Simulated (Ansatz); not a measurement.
Consider Ag in the fcc (Cu type) structure (space group Fm-3m, No. 225; a = 4.149 Å).

Structures relaxed with Ansatz (an electronic-structure program) PBE, no SOC.

Base:

Simulated powder pattern, Cu Kα1, λ = 1.54056 Å (kinematic, ideal powder, no thermal factors, no anomalous dispersion; the 10 strongest lines at most, above 2 %, up to 2θ = 90°):

```
2θ (°)  I/Imax (%)    hkl
------  ----------  -----
37.52          100  (111)
43.60           48  (200)
63.36           30  (220)
76.02           35  (311)
80.06           10  (222)
```

Modification: full substitution Ag → Rh, then cell and atoms are relaxed.

After the change:

Simulated powder pattern, Cu Kα1, λ = 1.54056 Å (kinematic, ideal powder, no thermal factors, no anomalous dispersion; the 10 strongest lines at most, above 2 %, up to 2θ = 90°):

| 2θ (°) | I/Imax (%) | hkl |
|---|---|---|
| 40.77 | 100 | (111) |
| 47.44 | 48 | (200) |
| 69.34 | 29 | (220) |
| 83.67 | 35 | (311) |
| 88.32 | 10 | (222) |

The indices refer to each structure's own conventional cell; one index is shown for lines that coincide.

Stability against distortions was not tested. The final runs are not spin-polarised.
